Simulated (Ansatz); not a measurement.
# InAgTe2, response to strain

Base system: InAgTe2 in the chalcopyrite structure (space group I-42d, No. 122).

```
CELL_PARAMETERS angstrom
     -3.17677     3.17677     6.31871
      3.17677    -3.17677     6.31871
      3.17677     3.17677    -6.31871
ATOMIC_POSITIONS crystal
  In 0.50000 0.50000 0.00000
  In 0.25000 0.75000 0.50000
  Te 0.37500 0.36482 0.48982
  Te 0.63518 0.12500 0.01018
  Te 0.87500 0.88518 0.51018
  Te 0.11482 0.62500 0.98982
  Ag 0.00000 0.00000 0.00000
  Ag 0.75000 0.25000 0.50000
```

Cartesian axes are those of the cell as printed.

Strains are applied to the cell and any free atomic positions relax; under biaxial strain the out-of-plane vector relaxes too.

Level of theory: LDA, PAW, 420 eV (Ansatz, a quantum-chemistry and plane-wave program; without spin-orbit coupling).

Notes on the quantities. pressure: mean of the normal stresses, compression positive; energy relative to the base: free energy F.

```tsv
variant	pressure	shortest interatomic distance	energy relative to the base
base	0.0 GPa	2.709 Å	0 meV/atom
biaxial strain −3.00 %, plane normal [001], relaxed out of plane	1.0 GPa	2.690 Å	+8.5 meV/atom
biaxial strain −2.25 %, plane normal [001], relaxed out of plane	0.7 GPa	2.694 Å	+4.7 meV/atom
biaxial strain −1.50 %, plane normal [001], relaxed out of plane	0.5 GPa	2.699 Å	+2.1 meV/atom
```

The mesh was chosen for an insulator and is coarse for the gapless case. Stability against distortions was not tested. The final runs are not spin-polarised.
